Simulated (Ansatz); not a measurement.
The parent structure is Al2O3 in the corundum structure (space group R-3c, No. 167; a = 4.774 Å, c = 13.015 Å (hexagonal axes)). Axes: x lies along a and z along c of the hexagonal cell.

Level of theory: Ansatz (a program for electronic structure) PBEsol, without spin-orbit coupling.

Base values:

| Property | Value |
|---|---|
| Band gap | 6.03 eV |
| Volume per atom | 8.56 Å³ |
| Width of the top valence band | 0.63 eV |

It is then changed as follows: compressive biaxial strain of 1.50 % in the plane normal to [001], as in epitaxy on a mismatched substrate; the out-of-plane cell vector and the atoms relax.

### Question
How does this affect the band gap?

### Answer
The band gap increases by 0.29 eV, from 6.03 eV to 6.32 eV.

### Question
What happens to the volume per atom?

### Answer
The volume per atom falls by 0.19 Å³, from 8.56 Å³ to 8.37 Å³.

### Question
Predict the new width of the top valence band.

### Answer
The width of the top valence band increases by 0.03 eV (0.63 eV → 0.66 eV).

Gaps are read on the SCF mesh and a high-symmetry path. Whether these cells are dynamically stable was not tested.
